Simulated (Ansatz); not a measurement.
**NaCdI3 in the cubic perovskite structure (space group Pm-3m, No. 221; a hypothetical phase, not in the database extracts checked)**

NaCdI3 has the cubic space group Pm-3m (No. 221), the cubic perovskite structure, Pearson symbol cP5. Conventional cell: a = 5.962 Å, b = 5.962 Å, c = 5.962 Å, α = 90.00°, β = 90.00°, γ = 90.00°. Na on 1a is coordinated by no neighbour by this rule. Cd on 1b is coordinated by 6 I at 2.981 Å (octahedral). I on 3c has 2 Cd at 2.981 Å (linear). (Neighbours: up to the widest gap in distance over summed covalent radii, below 1.35, at either atom; cation-cation and far metal-metal contacts left out.)

Level of theory: plane-wave PAW DFT at the PBE level (Ansatz, an electronic-structure program, 420 eV), no spin-orbit coupling. k-mesh 8×8×8 (Γ-centred); smearing 0.05 eV (Fermi–Dirac).

The volume per atom is 42.39 Å³ and the density is 4.04 g/cm³. The band gap is zero and the total energy is -6456.571 eV/atom (σ→0; compares only within this code and set-up).

With I present, leaving out spin-orbit coupling can change the band edges. Whether these cells are dynamically stable was not tested. The final runs are not spin-polarised. Many cubic perovskites are stable only at high temperature; tilts and polar distortions were not tested. The zero or small gap of NaCdI3 can change with the level of theory.
